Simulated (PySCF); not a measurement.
PySCF 2.14.0, PBE0/def2-svp: Mo(F)3(H)3 ([F][MoH3]([F])[F]), 7 atoms. The geometry is a generated start, not checked to be a minimum at this level.

| Quantity | Result |
|---|---|
| task | energy and gradient |
| method | pbe0 |
| basis | def2-svp |
| mol.max_memory | 7000 MB |
| mf.init_guess | minao (default) |
| mf.DIIS | CDIIS (default) |
| mf.diis_space | 8 (default) |
| mf.conv_tol | 1e-09 (default) |
| mf.grids.level | 3 (default) |
| effective core potentials | those of the basis set, past Kr |
| basis functions (reference run) | 88 |
| grid points (reference run) | 94648 |

```xyz
7

Mo    -0.0143     0.0190    -0.0100
F     -1.7628    -0.0067     0.0888
F      0.1390     1.6561     0.5970
F      0.0315     0.4852    -1.6987
H     -0.0620    -1.5597    -0.4911
H      0.0350    -0.5157     1.5527
H      1.6336    -0.0783    -0.0386
```

The reference run uses exact four-centre integrals. Each setting ran once; only counts and results are compared.

Settings tried, all else as in the reference:
- density fitting
- density fitting, auxbasis = def2-universal-jfit
- density fitting of J alone, exact K
- density fitting, auxbasis = autoaux

Q: Which of these stay within 1.0 meV/atom in energy, 10 meV/Å in forces (largest component) of the reference run?

A: Within it: density fitting; density fitting, auxbasis = autoaux; density fitting of J alone, exact K. Outside: density fitting, auxbasis = def2-universal-jfit.

| setting | energy against the reference | difference in forces (largest component) |
|---|---|---|
| density fitting | −0.078 meV/atom | 0.39 meV/Å |
| density fitting, auxbasis = autoaux | +0.11 meV/atom | 2.6 meV/Å |
| density fitting of J alone, exact K | −0.42 meV/atom | 0.23 meV/Å |
| density fitting, auxbasis = def2-universal-jfit | +52 meV/atom | 49 meV/Å |

Total energies are compared; such shifts often cancel in part in energy differences. def2-universal-jfit is made for Coulomb alone and misses functions that exchange needs. No test of the SCF solution's stability was run. Also tried and not ranked: density fitting, auxbasis = def2-universal-jkfit (same energy as a listed run); COSX exchange (sgx_fit, pjs) with fitted J, mf.with_df.grids_level_i = 1, mf.with_df.grids_level_f = 1 (gradient came out as NaN); COSX exchange (sgx_fit, pjs) with fitted J, mf.with_df.grids_level_i = 1, mf.with_df.grids_level_f = 2 (default) (gradient came out as NaN); COSX exchange (sgx_fit, pjs) with fitted J, mf.with_df.grids_level_i = 1, mf.with_df.grids_level_f = 3 (gradient came out as NaN); COSX exchange (sgx_fit, pjs) with fitted J, mf.with_df.grids_level_i = 1, mf.with_df.grids_level_f = 4 (gradient came out as NaN). The tolerance is a choice made for this comparison.
